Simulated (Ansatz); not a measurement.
Symmetric slabs, relaxed from ideal cuts in 1x1 cells, of elemental solids: surface energy (J/m²) by functional, in Ansatz (plane waves, PAW). All structures are PBE's; the other columns are single points with references at the same level. No spin-orbit coupling, Hubbard U or dispersion. The rows are a random draw from the class, without slabs that broke up, higher cuts of a face and adsorbates that left their site.

| system | PBE (J/m²) | r2SCAN (J/m²) |
|---|---|---|
| hcp Be (10-13), ideal cut with outer spacing 0.17 Å | 2.49 | 2.57 |
| hcp Zr (21-32), ideal cut with outer spacing 0.33 Å | 1.71 | 1.85 |
| fcc Ag (322), ideal cut with outer spacing 0.50 Å | 0.83 | 1.01 |
| bcc Na (320), ideal cut with outer spacing 0.58 Å | 0.22 | 0.25 |
| fcc Ca (311), ideal cut with outer spacing 1.67 Å | 0.53 | 0.58 |
| tetragonal indium (203), ideal cut with outer spacing 0.59 Å | 0.31 | 0.34 |
| hcp Zn (21-32), ideal cut with outer spacing 0.27 Å | 0.84 | 1.06 |
| hcp Cd (10-13), ideal cut with outer spacing 0.26 Å | 0.41 | ? |

Problem. Fit a straight line y = a·x + b by least squares to the 7 complete rows (x: PBE (J/m²); y: r2SCAN (J/m²)).

Solution. the means are x̄ = 0.9900 and ȳ = 1.0943; Σ(x − x̄)² = 4.0834 and Σ(x − x̄)(y − ȳ) = 4.1759, so a = 1.023 and b = ȳ − a·x̄ = 0.082. The largest residual is 0.119.

Problem. What does the line predict for the withheld row, hcp Cd (10-13), ideal cut with outer spacing 0.26 Å, and what did the calculation give?

Solution. the line gives 0.50; the calculation gave 0.55, a miss of 0.05, of the size of the fitted rows' scatter and rounding.

Ansatz is a program for electronic structure.
